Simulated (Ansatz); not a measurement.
## HfS2: isotropic strain +1.50 %

Start from HfS$_{2}$ in the CdI2 type structure (space group P-3m1, No. 164; a = 3.547 Å, c = 5.577 Å; layered, stacked along the Cartesian z axis).

One thing is altered: every lattice vector is stretched by 1.50 %; the atoms relax in the strained cell.

The values are results of DFT with PBEsol-D3(BJ), PAW potentials and a 420 eV plane-wave cutoff in Ansatz (a first-principles code), no spin-orbit coupling, not measurements. Γ-centred 11×11×6 mesh, Fermi–Dirac width 0.05 eV.

| quantity | base | changed | shift |
|---|---|---|---|
| space group | P-3m1 (No. 164) | P-3m1 (No. 164) | – |
| shortest interatomic distance | 2.516 Å | 2.529 Å | +0.0139 Å |
| energy relative to the base (free energy F) | 0 meV/atom | +6.4 meV/atom | +6.4 meV/atom |
| band gap | 0.45 eV | 0.68 eV | +0.23 eV |
| gap character | indirect, Γ → L | indirect, Γ → L | – |
| smallest direct gap | 1.50 eV | 1.66 eV | +0.16 eV |
| mean gap deformation potential ΔEg/Δln V | – | +5.2 eV | – |
| width of the top valence band | 2.39 eV | 2.24 eV | -0.15 eV |
| valence-band top at Γ (three highest levels, from the VBM) | 0.00, -0.29, -0.29 eV | 0.00, -0.28, -0.28 eV | – |
| largest internal atomic displacement | – | 0.041 Å | – |

Final structure:

```
CELL_PARAMETERS angstrom
      3.60068     0.00000     0.00000
     -1.80034     3.11828     0.00000
      0.00000     0.00000     5.66050
ATOMIC_POSITIONS crystal
  Hf 0.00000 0.00000 0.00000
  S  0.66667 0.33333 0.25457
  S  0.33333 0.66667 0.74543
```

With Hf present, leaving out spin-orbit coupling can change the band edges. Stability against distortions was not tested.
